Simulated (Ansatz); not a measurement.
Ansatz (an electronic-structure program) run on Ge (P6/mmm, 3 atoms in the cell): self-consistent single point.

Computed with LDA (PW92), default PAW files made with PBE (plane waves; Ansatz).

```
CELL_PARAMETERS angstrom
      4.79890     0.00000     0.00000
     -2.39945     4.15597     0.00000
      0.00000     0.00000     2.91877
ATOMIC_POSITIONS crystal
  Ge 0.00000 0.00000 0.00000
  Ge 0.33333 0.66667 0.50000
  Ge 0.66667 0.33333 0.50000
```

Reference input (self-consistent single point, DFT, LDA (PW92), plane waves, default PAW files made with PBE): basis.ecutwfc = 420 eV; kpoints.mp_grid.grid = 6 6 8; hamiltonian.xc = lda; hamiltonian.pseudopotentials = {kind: paw} (the program's default PAW files); scf.occupations.method = fermi_dirac; scf.occupations.width = 0.05 eV. This run's input differs from it in these lines:

Ansatz 0.2 input:
```diff
@@ -10,3 +10,3 @@
 basis:
-  ecutwfc: 420.0 eV
+  ecutwfc: 295.0 eV
 kpoints:
```

Log, with long lists cut:

```
SCF iter   1: F=—  HF=-12645.792229 eV  |F-HF|=—  |Δ(HF+E_count)|=         —  Δρ=5.72e-3  dr2=1.27e-2  ethr=1.77e-3  ⟨swp⟩=5.6  Hψ=3325  notcnv=0
all-band conjugate gradients solve this SCF's bands
preconditioner: auto → none
SCF iter   2: F=—  HF=-12645.759660 eV  |F-HF|=—  |Δ(HF+E_count)|=   3.26e-2  Δρ=3.67e-3  dr2=1.02e-2  ethr=3.03e-5  ⟨swp⟩=2.0  Hψ=2086  notcnv=0  defer=14
SCF iter   3: F=—  HF=-12645.755655 eV  |F-HF|=—  |Δ(HF+E_count)|=   4.01e-3  Δρ=8.43e-4  dr2=4.28e-4  ethr=2.42e-5  ⟨swp⟩=2.0  Hψ=1089  notcnv=0  defer=14
SCF iter   4: F=—  HF=-12645.755339 eV  |F-HF|=—  |Δ(HF+E_count)|=   3.15e-4  Δρ=1.19e-4  dr2=3.82e-6  ethr=1.02e-6  ⟨swp⟩=2.0  Hψ=1633  notcnv=0  defer=14
SCF iter   5: F=—  HF=-12645.755339 eV  |F-HF|=—  |Δ(HF+E_count)|=   3.06e-7  Δρ=3.37e-5  dr2=1.79e-7  ethr=9.10e-9  ⟨swp⟩=2.9  Hψ=1664  notcnv=0  defer=14
SCF iter   6: F=-12645.755339 eV  HF=-12645.755339 eV  |F-HF|=3.65e-8  |Δ(HF+E_count)|=   6.59e-8  Δρ=7.98e-6  dr2=2.04e-8  ethr=2.38e-10  ⟨swp⟩=5.6  Hψ=3291  notcnv=0
SCF 1 converged in 6 iterations: F = -12645.755339 eV  dr2 = 2.04e-8
Free energy (F): -12645.755339 eV
Internal energy: -12645.745384 eV  (E = F + TS)
E sigma→0 (E₀):  -12645.750361 eV
Entropy (-TS):   -0.009956 eV (-3.319 meV/atom)
Fermi energy:    10.287470 eV
--- Forces (eV/Å), atoms counted from 1 ---
  atom   1  Ge     0.00000000    -0.00000000     0.00000000
   [... zero for the other atoms too ...]
--- Stress (GPa, compression-positive) ---
       -4.100132       0.000000       0.000000
        0.000000      -4.100132       0.000000
        0.000000       0.000000      -8.251691
  P = ⅓ Tr σ = -5.4840 GPa (-54.840 kbar)
  The stress holds the Pulay correction. Without it, at fixed plane waves, as pw.x and ABINIT print it: P = -17.8526 GPa
```

The run converged in 6 iterations. Against the reference run the free energy goes up by 158 meV/atom and the pressure goes from -5.22 to -5.48 GPa.

The starting cell was generated: these elements placed on a structure prototype, without a prior relaxation; it need not be a known phase or ordering of this composition. Ansatz's pressure includes its estimate of the finite-basis (Pulay) stress. Without the estimate this run gives -17.85 GPa. The cutoff lies below the one recommended for these files.
